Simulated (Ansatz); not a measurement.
Consider KTaO$_{3}$ in the cubic perovskite structure (space group Pm-3m, No. 221; a = 4.024 Å).

Perturbation: cell and atoms relaxed at a pressure of 18 GPa.

Levels (all Ansatz, a quantum-chemistry and plane-wave program, PAW): PBE (420 eV, no spin-orbit coupling); r2SCAN (500 eV, no SOC); HSE06 (420 eV, without spin-orbit coupling); PBE+SOC (420 eV, spin-orbit coupling included).

At the geometry relaxed with PBE, these levels gave the following band gaps, in shuffled order: (a) 2.77 eV, (b) 2.20 eV, (c) 3.73 eV, (d) 2.34 eV.

**Question.** Match each gap to its level.

**Answer.** (a) r2SCAN; (b) PBE+SOC; (c) HSE06; (d) PBE.

Single points use the geometry relaxed with PBE. HSE06 gaps are upper bounds (no full band path). Differences between runs with and without spin-orbit coupling are approximate. With Ta present, leaving out spin-orbit coupling can change the band edges. Load acts through the strain it causes; cell and atoms are relaxed under it. No phonon test of stability was made. No other phases were tried under pressure.
